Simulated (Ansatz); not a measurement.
Worked calculations on one periodic cell of amorphous Si$_{24}$O$_{51}$W: Si24O51W, 76 atoms, volume 1143.8 Å³, made by a melt-quench on the CHGNet potential and relaxed with DFT. O atoms were pushed apart under 1.9 Å during the dynamics, to hinder bonds among them. It is a model cell: composition and starting density were chosen by hand, and all elements were melted together. Cycles of charging were run to anneal it. The numbers are results of PBE, scalar-relativistic without spin-orbit coupling (plane waves to 420 eV, PAW; Ansatz, an electronic-structure program), not measurements. Sampling: a 2×2×2 Γ-centred mesh; Fermi-Dirac width 0.02 eV; no spin polarisation. Its volume was held where the quench left it, its shape was free, and it stands at a mean pressure of -0.3 GPa with stress components up to 0.3 GPa; the relaxation ran on the zone centre alone. Its density went from a set 2.43 to 2.43 g/cm³. The cell is small and was quenched far faster than a real film, so it is one sample of the glass.

### Question
Count formal charges (Si +4, O -2, W +6). What does the count lead one to expect at the Fermi level, and what does the calculation give?

### Answer
24 × (+4) + 51 × (-2) + 1 × (+6) = 0. The charges balance, so the anion-derived valence states can be full and a gap can open. On this mesh the highest filled and lowest empty level lie 2.15 eV apart; localised defect or tail levels set that (at the zone centre the more localised edge state sits most on one W atom with neighbours O 1.70 Å, O 1.79 Å, O 1.83 Å, O 1.83 Å), and the nearest spread-out levels lie 5.5 eV apart.

Four energies for a hole at PBE on the zone centre alone (charged cells in a uniform background, spin-polarised): neutral at the neutral geometry -54654.462 eV; charged at the neutral geometry -54656.516 eV; charged and relaxed -54656.755 eV; neutral at the charged geometry -54654.127 eV.

### Question
Find the two relaxation energies and their sum, the reorganisation energy.

### Answer
On charging: -54656.516 − (-54656.755) = 0.239 eV. On discharging: -54654.127 − (-54654.462) = 0.335 eV. The sum is 0.574 eV. The carrier's level spreads over 8 of the 76 atoms' worth, so it counts as partly localised, most on one O atom with neighbours Si 1.59 Å, Si 1.74 Å (neutral geometry). The values are uncorrected: the image energy of a point charge in this cell, 2.84 × 14.40 / (2 × 10.5) = 2.0 eV before screening, is screened by electrons alone at the fixed geometry and by ions too after relaxing, and the carrier can be spread before it relaxes, so each term can be off by up to that value times 1/ε∞, some tenths of an eV. PBE's self-interaction favours spread-out carriers, so a hybrid can localise more.
